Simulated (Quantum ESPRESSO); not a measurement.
A relaxation of the atoms of Lu₂AlCo₃ (R3m, 6 atoms in the cell) with Quantum ESPRESSO.

Method: LDA (PZ), PSlibrary PAW (LDA) pseudopotentials (plane waves; Quantum ESPRESSO).

This input was run:

```fortran
&control
 calculation = 'relax'
 prefix = 'pwscf'
 outdir = './out'
 pseudo_dir = './'
 forc_conv_thr = 7.8e-03
/
&system
 ibrav = 0
 nat = 6
 ntyp = 3
 ecutwfc = 55
 ecutrho = 440
 occupations = 'smearing'
 smearing = 'fermi-dirac'
 degauss = 0.0073499
/
&electrons
 conv_thr = 1e-10
 mixing_beta = 0.7
/
&ions
/
ATOMIC_SPECIES
Lu   174.9668  Lu.pz-spdn-kjpaw_psl.1.0.0.UPF
Al    26.9815  Al.pz-n-kjpaw_psl.1.0.0.UPF
Co    58.9332  Co.pz-n-kjpaw_psl.1.0.0.UPF
ATOMIC_POSITIONS angstrom
Lu    0.0000000000    0.0000000000    4.3678430053
Lu    0.0000000000    0.0000000000    7.1463267274
Al    0.0000000000    0.0000000000    0.0000000000
Co    1.2955421249    0.7479815946    1.8940290000
Co   -1.2955421249    0.7479815946    1.8940290000
Co    0.0000000000   -1.4959631891    1.8940290000
K_POINTS automatic
4 4 4  0 0 0
CELL_PARAMETERS angstrom
   2.5910842498     1.4959631891     3.7880580000
  -2.5910842498     1.4959631891     3.7880580000
   0.0000000000    -2.9919263782     3.7880580000
```

Log, with long lists cut:

```
     Self-consistent Calculation

     iteration #  1     ecut=    55.00 Ry     beta= 0.70

     total energy              =   -1808.12044870 Ry
     estimated scf accuracy    <       1.81188612 Ry

     iteration #  2     ecut=    55.00 Ry     beta= 0.70

     total energy              =   -1804.48954215 Ry
     estimated scf accuracy    <      79.25782626 Ry

     iteration #  3     ecut=    55.00 Ry     beta= 0.70

     total energy              =   -1809.49991859 Ry
     estimated scf accuracy    <       0.41436338 Ry

   [... 10 blocks of this kind left out ...]

     iteration # 14     ecut=    55.00 Ry     beta= 0.70

     total energy              =   -1809.55710661 Ry
     estimated scf accuracy    <          2.0E-10 Ry

     iteration # 15     ecut=    55.00 Ry     beta= 0.70
     End of self-consistent calculation

     the Fermi energy is    12.9395 ev

!    total energy              =   -1809.55710661 Ry
     estimated scf accuracy    <          1.0E-11 Ry
     smearing contrib. (-TS)   =      -0.01365043 Ry
     internal energy E=F+TS    =   -1809.54345618 Ry

     convergence has been achieved in  15 iterations

     Forces acting on atoms (cartesian axes, Ry/au):

     atom    1 type  1   force =     0.00000000   -0.00000000   -0.03747794
     atom    2 type  1   force =     0.00000000    0.00000000    0.02333168
     atom    3 type  2   force =    -0.00000000    0.00000000   -0.00007698
     atom    4 type  3   force =    -0.00328944   -0.00189916    0.00474108
     atom    5 type  3   force =     0.00328944   -0.00189916    0.00474108
   [... lines left out ...]
     Total force =     0.045384     Total SCF correction =     0.000003
     the Fermi energy is    12.9642 ev
!    total energy              =   -1809.56199153 Ry
     Total force =     0.004366     Total SCF correction =     0.000000
     bfgs converged in   6 scf cycles and   5 bfgs steps
     Final energy             =   -1809.5619915302 Ry
   [... lines left out ...]
Lu               0.0000000000        0.0000000000        7.1956727055
Al              -0.0000000000       -0.0000000000        0.0002664367
Co               1.2834700073        0.7410117542        1.9114015295
Co              -1.2834700073        0.7410117542        1.9114015295
Co               0.0000000000       -1.4820235084        1.9114015295
End final coordinates

   JOB DONE.
```

The run converged. 

Summary of the result:
```
Property                                       Value
------------------------------------  --------------
Free energy E − TS                    -24620.3451 eV
Fermi level (on the code's own zero)        12.96 eV
Largest force (vector length)             0.092 eV/Å
Relaxation steps                                   5
```

The starting cell comes from a database of computed structures (which also holds hypothetical and non-ambient phases and stackings), without a prior relaxation at this level. Its lattice was rescaled by up to half a per cent. For this run, on top of that: one atom moved by 0.15 angstrom. Spin polarisation is off. The relaxation keeps the symmetry of its start, so its end need not be a minimum.

Cost on one core of a shared machine: roughly 10 min.
